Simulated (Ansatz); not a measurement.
**ZnSe under a change: Se → Pt**

Base system: ZnSe in the zinc blende structure (space group F-43m, No. 216; a = 5.6337 Å).

Modification: Pt takes the place of Se on all its sites; the structure is relaxed again.

The values are results of PBEsol (Ansatz, an electronic-structure program), no SOC, earlier PAW set, not measurements. k-mesh 14×14×14 (Γ-centred); smearing 0.05 eV (Fermi–Dirac), for the changed cell.

The volume per atom shrinks by 0.82 Å³ (22.35 Å³ → 21.53 Å³) and the density increases by 4.683 g/cm³, from 5.36 g/cm³ to 10.05 g/cm³. The lattice parameter a decreases by 0.132 bohr (10.646 bohr → 10.514 bohr) and the space group remains F-43m (No. 216). The shortest interatomic distance drops by 0.057 bohr to 4.553 bohr and the band gap changes from 1.23 eV to zero.

Cost of the whole job for the changed cell (relaxation, final SCF and bands): around 2.2 core-minutes (rough).

With Pt present, leaving out spin-orbit coupling can change the band edges. Stability against distortions was not tested. As relaxed here, ZnPt is a hypothetical phase, not in the database extracts checked. The final runs are not spin-polarised.
